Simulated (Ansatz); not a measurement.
Abridged Ansatz (a first-principles code) output:

```
Pseudopotential: Li, paw, valence charge 3
Pseudopotential: Pb, paw, valence charge 14
Pseudopotential: Br, paw, valence charge 7
Crystal: 5 atoms, lattice volume = 209.557 Å³
Basis set: ecut = 420 eV, 4067 PW (Γ), exchange–correlation on 80×80×80 points (8 copies of the dense FFT grid, shifted against one another)
Bands: 24, of which v1, the nominal top of the filled ones, is band 19 counted from 1 (18 counted from 0)
Symmetry: 48 space group operations
k-points: 20 of 216
Functional: x = pbe(κ = 0.804, μ = 0.2195149727645171), c = pbe(β = 0.06672455060314922)
SCF iter   1: F=—  HF=-20467.827776 eV  |F-HF|=—  |Δ(HF+E_count)|=         —  Δρ=1.65e-2  dr2=1.50e0  ethr=3.10e-3  ⟨swp⟩=7.6  Hψ=2590  notcnv=0
SCF iter   2: F=—  HF=-20467.459399 eV  |F-HF|=—  |Δ(HF+E_count)|=   3.68e-1  Δρ=8.83e-3  dr2=5.84e-1  ethr=3.10e-3  ⟨swp⟩=3.4  Hψ=1067  notcnv=0  defer=14
SCF 1 converged in 10 iterations: F = -20467.323463 eV  dr2 = 7.85e-11
SCF converged after 10 iterations
Free energy (F): -20467.323463 eV
Internal energy: -20467.323463 eV  (E = F + TS)
E sigma→0 (E₀):  -20467.323463 eV
Fermi energy:    2.698134 eV
--- Forces (eV/Å), atoms counted from 1 ---
  atom   1  Li    -0.00000000     0.00000000     0.00000000
  atom   2  Pb     0.00000000    -0.00000000    -0.00000000
  atom   3  Br     0.00000000    -0.00000000     0.00000000
  atom   4  Br     0.00000000     0.00000000     0.00000000
  atom   5  Br     0.00000000    -0.00000000    -0.00000000
--- Stress (GPa, compression-positive) ---
        0.000063      -0.000000       0.000000
       -0.000000       0.000063      -0.000000
        0.000000       0.000000       0.000063
  P = ⅓ Tr σ = 0.0001 GPa (0.001 kbar)
```

**Question.** What was computed, and what are the main results?

**Answer.** LiPbBr3, 5 atoms in the cell, with DFT with PBE, PAW potentials and a 420 eV plane-wave cutoff in Ansatz, no SOC, earlier PAW set. The last SCF converged to F = -20467.323463 eV, or -4093.4647 eV per atom, at a pressure of 0.00 GPa. The total energy compares only with runs of the same code, potentials and settings.

Spin-orbit coupling, missing from the scalar runs, can matter with Pb. No phonon test of stability was made. The cell was made from CsPbBr3 by this change: Cs → Li; the result is a hypothetical phase, not in the database extracts checked. Many cubic perovskites are stable only at high temperature; tilts and polar distortions were not tested.
